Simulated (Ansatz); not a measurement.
The parent structure is ZnS in the wurtzite structure (space group P6_3mc, No. 186; a = 3.738 Å, c = 6.143 Å). Axes: x lies along a and z along c of the hexagonal cell.

Level of theory: LDA (Ansatz, a first-principles code, PAW, spin-orbit coupling left out).

It is then changed as follows: uniaxial strain ε_xx = +1.20 %, all other strain components held at zero; the atoms relax in the strained cell.

Question: Predict the stress tensor and what it implies for the stiffness.

Answer: Stress of the strained cell less that of the base (GPa, compression positive):
```
  -1.61    0.00    0.00
   0.00   -0.76    0.00
   0.00    0.00   -0.59
```

Then −Δσ_ii/ε with ε = 0.0120 gives relaxed-ion elastic constants: C11 ≈ 135 GPa, C12 ≈ 63 GPa and C13 ≈ 49 GPa.

No phonon test of stability was made.
